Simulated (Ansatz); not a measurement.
Density of states of Si (Fd-3m) above the conduction band minimum, HSE06, rigid bands (Ansatz, a first-principles code); cell volume 40.1 Å³.

```csv
energy from edge (eV),10⁻³ states/eV/cell
0.006,22.9
0.031,53.4
0.056,73.7
0.081,91.1
0.106,110
0.131,131
0.156,160
0.181,185
0.206,205
0.231,224
0.256,241
0.281,256
0.319,281
0.344,294
0.369,307
0.394,321
0.419,334
0.444,348
0.469,361
0.494,372
0.519,384
0.544,396
0.569,408
0.594,420
```

What effective density of states at 300 K does this give (∫ g(E) exp(−E/k_BT) dE, both spins, divided by the cell's size)?

2.8e19 cm⁻³, a density-of-states mass of 1.09 mₑ, valleys and band degeneracy included.

Spin-orbit coupling is left out. Geometry: cell and atoms relaxed with PBEsol.
